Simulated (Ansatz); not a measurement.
System: interstitial H in polar orthorhombic HfO2 (charge state +1). All values below come from PBE, PAW (plane waves to 420 eV; Ansatz, a quantum-chemistry and plane-wave program).

Settings: 96 host sites, the relaxed PBE lattice, the Γ point alone, smearing 0.01 eV, spin-restricted, no image-charge correction. No zero-point or tunnelling terms. Spin-orbit coupling is left out. The host's phase is taken as given; its stability against other phases was not computed. The charge state is imposed; whether it is stable for some Fermi level was not computed. Sites that were not tried may lie lower.

Barriers: single points on a 2×2×2 k-point mesh shifted by half a step at the bands' geometries.

Relaxed starting cell (atoms counted from 1):

```xyz
97
Lattice="10.5877 0.0000 0.0000 0.0000 10.1382 0.0000 0.0000 0.0000 10.2024" Properties=species:S:1:pos:R:3 pbc="T T T"
Hf     2.8212     3.7249     1.2944
Hf     2.8232     3.7410     6.4445
Hf     2.8149     8.7262     1.1862
Hf     2.8250     8.8033     6.4304
Hf     8.1077     3.7036     1.3052
Hf     8.1140     3.7174     6.4239
Hf     8.1154     8.7840     1.3121
Hf     8.1149     8.7918     6.4313
Hf     5.1184     3.7154     3.8656
Hf     5.1374     3.7077     8.9716
Hf     5.1947     8.7405     3.8985
Hf     5.1425     8.7761     8.9574
Hf    10.3789     3.7415     3.8555
Hf    10.4193     3.7144     8.9658
Hf    10.3817     8.8066     3.8719
Hf    10.4095     8.7895     8.9605
Hf     2.4157     1.5091     3.9010
Hf     2.4763     1.3488     8.9707
Hf     2.4787     6.4012     3.8676
Hf     2.4653     6.4033     8.9349
Hf     7.7509     1.3568     3.8710
Hf     7.7717     1.3489     8.9710
Hf     7.7809     6.4043     3.8767
Hf     7.7759     6.4106     8.9742
Hf     0.1682     1.3441     1.3183
Hf     0.1714     1.3452     6.4248
Hf     0.1673     6.4105     1.3158
Hf     0.1722     6.4333     6.4028
Hf     5.4605     1.3434     1.3085
Hf     5.4644     1.3436     6.4244
Hf     5.4757     6.4075     1.3234
Hf     5.4687     6.4023     6.4307
O      4.5908     4.7107     0.5990
O      4.5811     4.7340     5.6809
O      4.5668     9.7755     0.6098
O      4.5933     9.7875     5.6973
O      9.8802     4.7238     0.5904
O      9.8700     4.7387     5.6755
O      9.8778     9.7901     0.5894
O      9.8693     9.7995     5.6947
O      3.3564     4.7177     3.1260
O      3.3714     4.7197     8.2431
O      3.2597     9.7616     3.2257
O      3.3605     9.7807     8.2631
O      8.6415     4.7227     3.1218
O      8.6560     4.7184     8.2441
O      8.6320     9.8014     3.1378
O      8.6550     9.7919     8.2440
O      0.7194     0.3699     3.1634
O      0.7159     0.3394     8.2324
O      0.7000     5.4476     3.1460
O      0.7150     5.4030     8.2183
O      5.9421     0.3320     3.1402
O      6.0084     0.3408     8.2430
O      5.9967     5.4181     3.1509
O      6.0082     5.4073     8.2393
O      1.9357     0.3332     0.5926
O      1.9429     0.3632     5.6815
O      1.9362     5.4175     0.5764
O      1.9436     5.4293     5.6882
O      7.2202     0.3414     0.5929
O      7.2240     0.3347     5.6796
O      7.2330     5.4091     0.5889
O      7.2341     5.4079     5.6908
O      1.3902     2.7856     2.5864
O      1.4383     2.7211     7.6924
O      1.4793     7.8420     2.5935
O      1.4312     7.7919     7.6833
O      6.6997     2.7190     2.5876
O      6.7339     2.7175     7.6943
O      6.7510     7.7819     2.6096
O      6.7325     7.7903     7.7050
O      1.2194     2.7133     0.0408
O      1.2014     2.7518     5.1416
O      1.2263     7.7879     0.0267
O      1.2160     7.8189     5.1259
O      6.5161     2.7197     0.0398
O      6.4931     2.7184     5.1424
O      6.5097     7.7923     0.0551
O      6.5162     7.7775     5.1594
O      3.8693     2.3376     0.0437
O      3.8479     2.3734     5.1589
O      3.8747     7.3762    -0.0014
O      3.8554     7.4324     5.1199
O      9.1602     2.3406     0.0383
O      9.1432     2.3515     5.1349
O      9.1629     7.4101     0.0399
O      9.1512     7.4261     5.1415
O      4.0316     2.3013     2.6058
O      4.0862     2.3421     7.7003
O      4.0950     7.4617     2.5663
O      4.0837     7.4155     7.6745
O      9.3536     2.3391     2.5878
O      9.3803     2.3426     7.6914
O      9.3895     7.4224     2.5903
O      9.3789     7.4125     7.6908
H      2.5244     9.1914     3.5431
```
Cell charge +1.

End state 1 differs by these moves (Å; atoms that move under 0.08 Å are left out):

| atom | element | Δx | Δy | Δz |
|---|---|---|---|---|
| 11 | Hf | -0.10 | 0.04 | -0.04 |
| 15 | Hf | -0.09 | -0.15 | 0.05 |
| 17 | Hf | 0.15 | -0.05 | 0.03 |
| 25 | Hf | -0.01 | 0.04 | -0.08 |
| 43 | O | 0.01 | 0.06 | -0.12 |
| 49 | O | 0.01 | -0.11 | -0.02 |
| 65 | O | 0.06 | -0.11 | 0.00 |
| 67 | O | -0.08 | -0.01 | -0.01 |
| 89 | O | 0.08 | 0.06 | 0.02 |
| 95 | O | -0.07 | -0.07 | 0.00 |
| 97 | H | -1.01 | 0.64 | -0.59 |

Task: Give the forward and backward barriers to end state 1 at the level PBE, PAW.

Result: forward 0.39 eV, backward 0.22 eV; at the saddle point atom 97 has neighbours Hf at 2.11; O at 1.20, O at 1.26, O at 2.19 Å. The saddle point's order was not checked.

End state 2 differs by these moves (Å; atoms that move under 0.08 Å are left out):

```tsv
atom	element	Δx	Δy	Δz
29	Hf	0.03	0.04	-0.06
43	O	0.11	0.11	-0.08
97	H	1.64	1.25	-0.59
```

Task: Predict the forward and backward barriers to end state 2 from PBE, PAW.

Result: forward 0.97 eV, backward 0.79 eV; at the saddle point atom 97 has neighbours Hf at 2.09, Hf at 2.14; O at 1.00, O at 1.85, O at 1.96 Å. The saddle point's order was not checked.
